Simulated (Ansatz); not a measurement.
**ZnGeP₂ in the chalcopyrite structure (space group I-42d, No. 122)**

Space group I-42d (No. 122); a = b = 5.424 Å, c = 10.710 Å, α = β = γ = 90.00°

| atom | site | symmetry | x | y | z |
|---|---|---|---|---|---|
| Zn | 4a | -4.. | 0.0000 | 0.0000 | 0.0000 |
| Ge | 4b | -4.. | 0.0000 | 0.0000 | 0.5000 |
| P | 8d | .2. | 0.2517 | 0.2500 | 0.1250 |
(The calculation used a cell of 8 atoms; values per cell refer to that cell.)

Level of theory: Kohn–Sham DFT with the PBEsol functional, run in Ansatz (a program for electronic structure) with PAW and 420 eV plane waves, no SOC. Γ-centred 9×9×9 mesh, Fermi–Dirac width 0.05 eV.

The volume per atom comes out as 19.69 Å³ and the density comes out as 4.22 g/cm³. The band gap is 1.07 eV, indirect, Γ → M–S (33 % along) and the hole mass is 0.096 mₑ along c, 0.33 mₑ across. The total energy comes out as -2253.833 eV/atom (σ→0; compares only within this code and set-up).

Masses are band curvatures over ±0.01 Å⁻¹ around the edge. No phonon test of stability was made.
